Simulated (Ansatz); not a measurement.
Take Mo in the bcc (W type) structure (space group Im-3m, No. 229; relaxed with 0.1 eV smearing) as the base.

```
CELL_PARAMETERS angstrom
     -1.55576     1.55576     1.55576
      1.55576    -1.55576     1.55576
      1.55576     1.55576    -1.55576
ATOMIC_POSITIONS crystal
  Mo 0.00000 0.00000 0.00000
```

Cartesian axes are those of the cell as printed.

Computed with LDA (Ansatz, a program for electronic structure), no spin-orbit coupling.

Before the change:

- Volume per atom: 15.06 Å³

Now apply this change: tensile biaxial strain of 2.50 % in the plane normal to [001], as in epitaxy on a mismatched substrate; the out-of-plane cell vector and the atoms relax.

Q: Estimate the effect on the energy relative to the base.

A: The energy rises by 32 meV/atom.

Q: What happens to the volume per atom?

A: The volume per atom increases by 0.50 Å³ to 15.56 Å³.

Stability against distortions was not tested. All final runs are without spin polarisation.
